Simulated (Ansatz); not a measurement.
# One base run on Mg3Cu (Pmm2, 4 atoms in the cell) and variants with one or two settings moved

```
Mg3Cu
1.0
    3.05637     0.00000     0.00000
    0.00000     4.75841     0.00000
    0.00000     0.00000     5.18665
Mg Cu
3 1
Direct
  0.00000   0.00000   0.66832
  0.00000   0.50000   0.32282
  0.50000   0.50000   0.84372
  0.50000   0.00000   0.16514
```

Base run A: Ansatz (a first-principles code) with LDA (PW92), harder PAW files (source: ansatz) made with PBE, self-consistent single point.

Its settings: basis.ecutwfc = 700 eV; kpoints.mp_grid.grid = 11 7 7; hamiltonian.xc = lda; hamiltonian.pseudopotentials = {kind: paw, source: ansatz}; scf.occupations.method = cold; scf.occupations.width = 0.1 eV.

The starting cell comes from a database of computed structures (which also holds hypothetical and non-ambient phases and stackings), without a prior relaxation at this level. Spin polarisation is off. In the base run, with a pressure of about -3 GPa the cell is away from its equilibrium volume at this level. Ansatz's pressure includes its estimate of the finite-basis (Pulay) stress.

ΔF is the free energy per atom less that of run A. 

Runs:
- B: scf.occupations.width: 0.1 eV → 0.03 eV
- C: crystal.symmetry.detect: default → false
- D: 1 x 1 x 2 supercell, mesh divided and rounded up; kpoints.mp_grid.grid: 11 7 7 → 11 7 4
- E: parallel starting moments (0 0 0 1 μB); magnetization.spin_polarized: default → true
- F: scf.mixing.preconditioner: default (the program chose Kerker) → kerker; scf.mixing.q_tf: default → 3
- G: scf.mixing.algorithm: default (the program chose MSR1) → broyden; scf.mixing.beta: default → 0.9

```csv
run,ΔF (meV/atom),pressure (GPa),largest force (eV/Å),k-points,valence electrons
A,0.00,-3.38,0.112,96,49
B,0.15,-3.38,0.115,96,49
C,0.00,-3.38,0.112,270,49
D,-1.24,-3.38,0.107,72,98
E,0.00,-3.38,0.112,96,49
F,0.00,-3.38,0.112,96,49
G,0.00,-3.38,0.112,96,49
```

Run C against A: The free energy is nearly the same (within 1 meV/atom), the pressure stays at -3.38 GPa and the largest force stays at 0.112 eV/Å.

Run D against A: The free energy goes down by 1.2 meV/atom, the pressure stays at -3.38 GPa and the largest force goes from 0.112 to 0.107 eV/Å.

Keys are those of Ansatz 0.2.
